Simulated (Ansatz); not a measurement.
# Effect of biaxial strain −2.80 %, plane normal [001], relaxed out of plane on ZrSi2

Take ZrSi$_{2}$ (space group Cmcm, No. 63; a = 3.7044 Å, b = 14.7922 Å, c = 3.6789 Å) as the base. Axes: x, y, z lie along a, b, c of the conventional cell.

The change: biaxial strain −2.80 %, plane normal [001], relaxed out of plane (Cartesian); in-plane vectors clamped, the third vector and the atoms free.

All numbers come from PBE/PAW in Ansatz (an electronic-structure program), spin-orbit coupling left out. k-mesh 13×13×13 (Γ-centred); smearing 0.05 eV (Fermi–Dirac).

The volume per atom drops by 0.66 Å³ (16.80 Å³ → 16.14 Å³) and the space group stays Cmcm (No. 63). The shortest interatomic distance rises by 0.010 Å (2.420 Å → 2.430 Å) and the energy rises by 21 meV/atom. The pressure (mean of the normal stresses, compression positive) goes from zero to 4.9 GPa and the band gap remains zero. The out-of-plane strain comes out as +1.67 % (rough) and the mean in-plane stress (compression positive) comes out as +7.4 GPa (rough).

Cost of the whole job for the changed cell (relaxation, final SCF and bands): very roughly 5 core-minutes.

Without a gap, meshes like the base's 13×13×13 leave anisotropic stresses uncertain by several tenths of a GPa, and small strain energies with them. Whether these cells are dynamically stable was not tested. The final runs are not spin-polarised.
